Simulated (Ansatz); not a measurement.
Take AlN in the wurtzite structure (space group P6_3mc, No. 186; a = 3.1138 Å, c = 4.9833 Å) as the base. Axes: x lies along a and z along c of the hexagonal cell.

Calculations: Ansatz (a first-principles code) PBEsol, no spin-orbit coupling.

One thing is altered: a pure shear with ε_xz = ε_zx = 0.0200, atoms relaxed at fixed cell.

### Question
Predict the stress tensor and what it implies for the stiffness.

### Answer
Stress of the strained cell less that of the base (GPa, compression positive):
```
  -0.26    0.00   -4.43
   0.00    0.07    0.00
  -4.43    0.00    0.26
```

Then −Δσ/γ with γ = 2ε = 0.0400 gives secant stiffness values (nonlinear terms included at this strain): C55 ≈ 111 GPa.

As a check, the harmonic strain energy −½ V₀ Δσ:ε is 5.8 meV/atom; the computed energy rise is 5.8 meV/atom.

Whether these cells are dynamically stable was not tested.
